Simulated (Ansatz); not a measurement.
Cubic perovskite KZnF3 was calculated with PBE (Ansatz, a first-principles code, plane waves, PAW).

Numerical settings: plane-wave cutoff 520 eV, 6×6×6 k mesh, perturbation theory, scalar-relativistic PAW data made under PBE.

Cell (relaxed at this level):

```cif
data_F3KZn
_chemical_formula_sum 'K1 Zn1 F3'
_space_group_name_H-M_alt 'Pm-3m'
_space_group_IT_number 221
_space_group_name_Hall '-P 4 2 3'
_cell_length_a 4.12761
_cell_length_b 4.12761
_cell_length_c 4.12761
_cell_angle_alpha 90.000
_cell_angle_beta 90.000
_cell_angle_gamma 90.000
loop_
_atom_site_label
_atom_site_type_symbol
_atom_site_symmetry_multiplicity
_atom_site_Wyckoff_symbol
_atom_site_fract_x
_atom_site_fract_y
_atom_site_fract_z
_atom_site_occupancy
K1 K 1 a 0.00000 0.00000 0.00000 1
Zn1 Zn 1 b 0.50000 0.50000 0.50000 1
F1 F 3 c 0.00000 0.50000 0.50000 1
```

What does this level give for the high-frequency dielectric constant and dielectric constant ε0 (ions relaxed)?


- high-frequency dielectric constant: 2.38
- dielectric constant ε0 (ions relaxed): 10.6

Measured, for comparison: high-frequency dielectric constant 2.17, static dielectric constant 8.6 (room temperature, not corrected to a static lattice; as tabulated in Dubrovin et al. (2021), arXiv:2110.13026). Computed (rounded) less measured: high-frequency dielectric constant +10 %, static dielectric constant +23 %.

The result took about 8 core-minutes (a rough figure).
